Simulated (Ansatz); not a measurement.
The reference is BaZrO3 in the cubic perovskite structure (space group Pm-3m, No. 221).

```xyz
5
Lattice="4.1806 0.0000 0.0000 0.0000 4.1806 0.0000 0.0000 0.0000 4.1806" Properties=species:S:1:pos:R:3 pbc="T T T"
Ba     0.0000     0.0000     0.0000
Zr     2.0903     2.0903     2.0903
O      2.0903     0.0000     2.0903
O      0.0000     2.0903     2.0903
O      2.0903     2.0903     0.0000
```

Cartesian axes are those of the cell as printed.

Level of theory: Ansatz (an electronic-structure program) PBEsol, without spin-orbit coupling.

It is then changed as follows: tensile biaxial strain of 1.80 % in the plane normal to [001], as in epitaxy on a mismatched substrate; the out-of-plane cell vector and the atoms relax.

How does this affect the energy relative to the base, ratio −ε⊥/ε∥ and in-plane stress?

The energy increases by 10 meV/atom; the ratio −ε⊥/ε∥ amounts to 0.48; the mean in-plane stress (compression positive) comes out as -5.9 GPa.

Whether these cells are dynamically stable was not tested.
